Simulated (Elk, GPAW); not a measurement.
An Elk input for a self-consistent single point of Sr₃Cr (Pm-3m, 4 atoms in the cell) (DFT, PBEsol, all-electron FP-LAPW, Elk's shipped species files, default APW+lo basis):

```
tasks
  0

xctype
  22

spinpol
  .true.

reducebf
  0.5

stype
  0

swidth
  0.00999582

maxscl
  100

scale
  10.26922152

avec
    1.0000000000    0.0000000000    0.0000000000
    0.0000000000    1.0000000000    0.0000000000
    0.0000000000    0.0000000000    1.0000000000

atoms
  2
  'Sr.in'
  3
  0.0000000000  0.5000000000  0.5000000000    0.0 0.0 0.0
  0.5000000000  0.0000000000  0.5000000000    0.0 0.0 0.0
  0.5000000000  0.5000000000  0.0000000000    0.0 0.0 0.0
  'Cr.in'
  1
  0.0000000000  0.0000000000  0.0000000000    0.0 0.0 -0.75

ngridk
  5 5 5
```

Q: Give the GPAW input for the same structure, mesh, smearing and functional.

A: This is the input that was run; spellings and numerical settings could be chosen otherwise.

```python
from ase import Atoms
from ase.units import GPa
from gpaw import GPAW

atoms = Atoms(['Sr', 'Sr', 'Sr', 'Cr'],
              cell=[[5.434238, 0.000000, 0.000000],
                    [0.000000, 5.434238, 0.000000],
                    [0.000000, 0.000000, 5.434238]],
              positions=[[0.000000, 2.717119, 2.717119],
                         [2.717119, 0.000000, 2.717119],
                         [2.717119, 2.717119, 0.000000],
                         [0.000000, 0.000000, 0.000000]],
              pbc=True)

atoms.set_initial_magnetic_moments([0.0, 0.0, 0.0, 3.0])

calc = GPAW(spinpol=True,
            mode={'name': 'pw', 'ecut': 800},
            xc='PBEsol',
            kpts=(5, 5, 5),
            occupations={'name': 'methfessel-paxton', 'width': 0.272, 'order': 0},
            nbands=-12,
            convergence={'density': 1e-05},
            symmetry={'symmorphic': False, 'tolerance': 0.0005},
            maxiter=100)

atoms.calc = calc

energy = atoms.get_potential_energy()
print('Energy (eV):', round(energy, 6))
forces = atoms.get_forces()
print('Forces (eV/Ang):')
print(forces.round(5))
stress = atoms.get_stress()
print('Stress (GPa, Voigt):', (stress / GPa).round(4))
```

Basis settings and potentials, where a program has them, do not carry over. This input uses DFT PBEsol, plane waves, GPAW PAW datasets PBEsol (made by gpaw-setup). Both were run: size of the net moment 1.26 μB/atom in Elk and 1.24 in GPAW.

On GPAW: the starting cell comes from a database of computed structures (which also holds hypothetical and non-ambient phases and stackings), without a prior relaxation at this level. Its lattice was rescaled by a random factor within 2.5 % of one. For this run, on top of that: lattice scaled by 0.98. With one magnetic atom in the cell only a parallel order is possible.

On Elk: the starting cell comes from a database of computed structures (which also holds hypothetical and non-ambient phases and stackings), without a prior relaxation at this level. Its lattice was rescaled by a random factor within 2.5 % of one. For this run, on top of that: lattice scaled by 0.98. With one magnetic atom in the cell only a parallel order is possible. Values depend on the basis (sphere radii, cutoffs, local orbitals), which need not be converged.
